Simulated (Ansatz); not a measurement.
## SnO₂ (model structure, started from the tetragonal ZrO2 type, P4₂/nmc, No. 137, 6 atoms in the cell)

Level of theory: PBEsol (plane waves, PAW; Ansatz, a first-principles code).

Run with plane-wave cutoff 520 eV, 10×10×8 k mesh (along the axes of the cell as run), Fermi–Dirac smearing 0.01 eV, scalar-relativistic PAW data made under PBE.

Cell (relaxed at this level):

```
CELL_PARAMETERS angstrom
      3.55766     0.00000     0.00000
      0.00000     3.55766     0.00000
      0.00000     0.00000     5.40230
ATOMIC_POSITIONS crystal
  Sn 0.00000 0.00000 0.00000
  Sn 0.50000 0.50000 0.50000
  O  0.00000 0.50000 0.18203
  O  0.00000 0.50000 0.68203
  O  0.50000 0.00000 0.31797
  O  0.50000 0.00000 0.81797
```

```
Quantity                                      Result
-------------------------------------------  -------
band gap                                     0.93 eV
smallest direct gap on the k points sampled  1.04 eV
```

Note: the relaxation could raise the start's symmetry but not lower it, so the cell can be a saddle point.

Spin–orbit coupling is not included.

The computed numbers hold no vibrational or temperature effects.

Cost on a shared machine: around 29 core-seconds (rough).

A model structure was made by putting elements into a prototype or built by hand; it is no filed structure, need not be a known phase, and can be a saddle point held by its symmetry.
